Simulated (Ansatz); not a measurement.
NiO₂ (R-3m, No. 166, 3 atoms in the cell; start mp-35925), treated with r²SCAN (Ansatz, a quantum-chemistry and plane-wave program, plane waves, PAW).

Numerical settings: plane-wave cutoff 560 eV, 14×14×14 k mesh, Fermi–Dirac smearing 0.01 eV, no spin polarisation, scalar-relativistic PAW data made under PBE.

Cell (relaxed at this level):

NiO$_{2}$ has the trigonal space group R-3m, hexagonal axes (No. 166), Pearson symbol hR3. Lattice parameters: a = b = 2.774 Å, c = 15.344 Å, α = β = 90.00°, γ = 120.00°. Ni on 3a is coordinated by 6 O at 1.857 Å (octahedral). O on 6c sees 3 Ni at 1.857 Å (trigonal pyramidal). (Neighbours: up to the widest gap in distance over summed covalent radii, below 1.35, at either atom; cation-cation and far metal-metal contacts left out.)
(The calculation used a cell of 3 atoms; values per cell refer to that cell.)

Question: Estimate the band gap and Γ–Γ gap that the calculation returns.

Answer: 
band gap: 1.60 eV (on the SCF k mesh)
Γ–Γ gap: 3.24 eV

Note: the relaxation could not lower the start's symmetry, so the cell can be a saddle point above a distorted one; the cell has widely spaced layers and the level no dispersion term, so their spacing and the moduli can rest on weak binding.

Static lattice: no zero-point or thermal effects.

A start named mp-… is a Materials Project structure, which need not be a measured phase.
